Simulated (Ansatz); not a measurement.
Base system: CdSe in the wurtzite structure (space group P6_3mc, No. 186; a = 4.302 Å, c = 7.021 Å). Axes: x lies along a and z along c of the hexagonal cell.

All numbers come from PBEsol (Ansatz, a program for electronic structure, PAW, no spin-orbit coupling).

One thing is altered: an isotropic linear strain of −0.60 %; the atoms relax in the strained cell.

Task: Predict the stress tensor and what it implies for the stiffness.

Result: Stress of the strained cell less that of the base (GPa, compression positive):
```
   0.98    0.00    0.00
   0.00    0.98    0.00
   0.00    0.00    0.98
```

Then B = −ΔP/(ΔV/V₀) with ΔV/V₀ = -0.0179 gives secant stiffness values (nonlinear terms included at this strain): B (at held cell shape, above the free-shape value) ≈ 55 GPa.

Whether these cells are dynamically stable was not tested.
